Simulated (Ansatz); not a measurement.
# HfB2, response to strain

Take HfB2 (space group P6/mmm, No. 191; a = 3.146 Å, c = 3.486 Å; relaxed with 0.1 eV smearing) as the base.

Strains are applied to the cell and any free atomic positions relax.

Level of theory: PBE, PAW, 420 eV (Ansatz, an electronic-structure program; without spin-orbit coupling).

Candidates:
(a) isotropic strain −2.50 %
(b) isotropic strain +1.00 %
(c) isotropic strain −3.00 %
(d) isotropic strain −0.50 %
(e) isotropic strain +1.50 %

Notes on the quantities. energy relative to the base: free energy F.

### Question
Order them by energy relative to the base, lowest first.

### Answer
(d) isotropic strain −0.50 % (+1.8 meV/atom), (b) isotropic strain +1.00 % (+6.8 meV/atom), (e) isotropic strain +1.50 % (+15 meV/atom), (a) isotropic strain −2.50 % (+47 meV/atom), (c) isotropic strain −3.00 % (+69 meV/atom)

Stability against distortions was not tested. The final runs are not spin-polarised.
